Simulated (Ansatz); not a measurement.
## A self-consistent single point of VW (Cmm2, 2 atoms in the cell) with Ansatz

Level of theory: PBEsol, default PAW files made with PBE (plane waves; Ansatz, a program for electronic structure).

This input was run:

Ansatz 0.2 input:
```yaml
crystal:
  lattice:
    - [1.55277000, -2.23051700, 0.00000000]
    - [1.55277000, 2.23051700, 0.00000000]
    - [0.00000000, 0.00000000, 4.29275700]
  atoms:
    - { symbol: V, position: [0.00000000, 0.00000000, 0.01164800] }
    - { symbol: W, position: [0.50000000, 0.50000000, 0.50000000] }
basis:
  ecutwfc: 420.0
kpoints:
  mp_grid: { grid: [11, 11, 7] }
hamiltonian:
  xc: pbesol
  pseudopotentials: { kind: paw }
scf:
  occupations: { method: gaussian, width: 0.1 }
output:
  forces: true
  eigenvalues: true
  stress: true
```

Output (repeated stretches shortened):

```
WARN ansatz: RAYON_NUM_THREADS=1 ignored (pool sized by the plan → 1); use --threads N
Pseudopotentials: kind: paw
Pseudopotential: V, paw, valence charge 13
Pseudopotential: W, paw, valence charge 14
Crystal: 2 atoms, lattice volume = 29.736 Å³
Basis set: ecut = 420 eV, 605 PW (Γ), exchange–correlation on 40×40×60 points (8 copies of the dense FFT grid, shifted against one another)
Bands: 18, of which v1, the nominal top of the filled ones, is band 14 counted from 1 (13 counted from 0)
Symmetry: 4 space group operations
Space group: Cmm2 (ITA 35), of the structure as read, at distance tolerance 3.1e-5 Å
k-points: 144 of 847 (time reversal used)
PAW frozen core: V, regenerated for the run's functional, and the local potential with it
PAW frozen core: W, regenerated for the run's functional, and the local potential with it
Initial density: superposition of atomic densities (neutral atoms: chi_scale 0, normalization atom), corrected by the library's trained network
Initial wavefunctions: pseudopotential atomic-orbital guess
Eigensolver: davidson
Functional: x = pbesol(κ = 0.804, μ = 0.12345679012345678), c = pbesol(β = 0.046)
SCF iter   1: F=—  HF=-13141.965669 eV  |F-HF|=—  |Δ(HF+E_count)|=         —  Δρ=1.32e-2  dr2=9.08e-2  ethr=1.77e-3  ⟨swp⟩=4.9  Hψ=10637  notcnv=0
all-band conjugate gradients solve this SCF's bands
preconditioner: auto → none
SCF iter   2: F=—  HF=-13141.963587 eV  |F-HF|=—  |Δ(HF+E_count)|=   2.08e-3  Δρ=1.02e-2  dr2=5.94e-2  ethr=3.36e-4  ⟨swp⟩=1.0  Hψ=3746  notcnv=0
SCF iter   3: F=—  HF=-13141.958999 eV  |F-HF|=—  |Δ(HF+E_count)|=   4.59e-3  Δρ=1.53e-3  dr2=6.34e-4  ethr=2.20e-4  ⟨swp⟩=1.5  Hψ=2638  notcnv=0
SCF iter   4: F=—  HF=-13141.958809 eV  |F-HF|=—  |Δ(HF+E_count)|=   1.90e-4  Δρ=4.93e-4  dr2=1.22e-4  ethr=2.35e-6  ⟨swp⟩=2.0  Hψ=4324  notcnv=0
SCF iter   5: F=—  HF=-13141.958787 eV  |F-HF|=—  |Δ(HF+E_count)|=   2.22e-5  Δρ=1.97e-4  dr2=1.44e-5  ethr=4.52e-7  ⟨swp⟩=2.0  Hψ=3288  notcnv=0
SCF iter   6: F=—  HF=-13141.958778 eV  |F-HF|=—  |Δ(HF+E_count)|=   9.21e-6  Δρ=6.19e-5  dr2=2.12e-6  ethr=5.35e-8  ⟨swp⟩=2.0  Hψ=3370  notcnv=0  defer=7
SCF iter   7: F=-13141.958777 eV  HF=-13141.958777 eV  |F-HF|=5.23e-8  |Δ(HF+E_count)|=   5.01e-7  Δρ=1.39e-5  dr2=6.33e-8  ethr=3.70e-10  ⟨swp⟩=4.0  Hψ=10469  notcnv=0
SCF 1 converged in 7 iterations: F = -13141.958777 eV  dr2 = 6.33e-8
SCF converged after 7 iterations
Free energy (F): -13141.958777 eV
Harris-Foulkes:  -13141.958777 eV  (|F-HF|=5.23e-8)
Internal energy: -13141.949825 eV  (E = F + TS)
E sigma→0 (E₀):  -13141.954301 eV
Entropy (-TS):   -0.008952 eV (-4.476 meV/atom)
Fermi energy:    19.009903 eV
--- Per-component energies (eV) ---
  E_band       = -234.303887
  E_kinetic    = 785.431160
  E_local      = -1522.921873  (includes V_loc(G=0)·N_el)
  E_nonlocal   = -41.000811
  E_hartree    = 635.484106
  E_xc         = -394.379911
  E_vxc        = -403.101235  (∫ρ·V_xc dr)
  E_paw        = -9522.026758  (= ΣΔE_a)
  E_vpaw       = -323.677374  (= ΣTr[D̂ρ^β])
  E_aug_tail   = 0.000200  (compensation charges beyond the density's cutoff)
  E_ewald      = -3082.907409
  E_core_change = 0.371471  (= ΣΔE_core)
  E_smearing   = -0.008952  (= −TS)
  E_closure    = 0.000000  (closes the sum)
  Σ components = -13141.958777   (vs F -13141.958777, Δ=0.00e0)
--- Forces (eV/Å), atoms counted from 1 ---
  atom   1  V      0.00000000     0.00000000    -0.46216501
  atom   2  W     -0.00000000    -0.00000000     0.46214673
  max |Σ_I F_I| component: 1.83e-5 eV/Å
--- Stress (GPa, compression-positive) ---
       -8.942256       0.000000       0.000000
        0.000000      -8.665334       0.000000
        0.000000       0.000000      -8.264803
  P = ⅓ Tr σ = -8.6241 GPa (-86.241 kbar)
  The stress holds the Pulay correction. Without it, at fixed plane waves, as pw.x and ABINIT print it: P = -8.6867 GPa
--- Band table (eV; the first three rows and the last of 144) ---
  k-point 0: bands = ["-54.2593", "-44.4825", "-19.0534", "-18.3772", "-18.1340", "-17.9610", "-17.9287", "-17.8981", "11.0017", "14.5965", "16.7826", "18.7293", "18.9794", "19.3187", "20.7921", "21.1212", "21.1236", "21.9954"]
  k-point 1: bands = ["-54.2592", "-44.4829", "-19.0021", "-18.3599", "-18.1339", "-17.9866", "-17.9794", "-17.8981", "11.2018", "14.6529", "16.8481", "18.9242", "18.9840", "19.2138", "20.1448", "21.1073", "21.1339", "21.8601"]
  k-point 2: bands = ["-54.2591", "-44.4836", "-18.8579", "-18.3133", "-18.1458", "-18.1339", "-18.0288", "-17.8980", "11.7303", "14.7410", "17.0184", "18.7847", "18.9567", "19.2756", "19.4860", "20.8566", "21.0713", "21.5708"]
  k-point 143: bands = ["-54.1295", "-44.3852", "-19.0884", "-18.6374", "-18.5993", "-18.4550", "-18.4129", "-18.2510", "14.7133", "15.7509", "16.9001", "17.5562", "18.7522", "20.1071", "20.1281", "20.6936", "22.2379", "25.0913"]
```

The run converged in 7 iterations.

The starting cell comes from a database of computed structures (which also holds hypothetical and non-ambient phases and stackings), without a prior relaxation at this level. Its lattice was rescaled by up to half a per cent. One atom was moved a little off its site on purpose. Spin-orbit coupling is off. Spin polarisation is off. With a pressure of about -9 GPa the cell is away from its equilibrium volume at this level. Ansatz's pressure includes its estimate of the finite-basis (Pulay) stress.
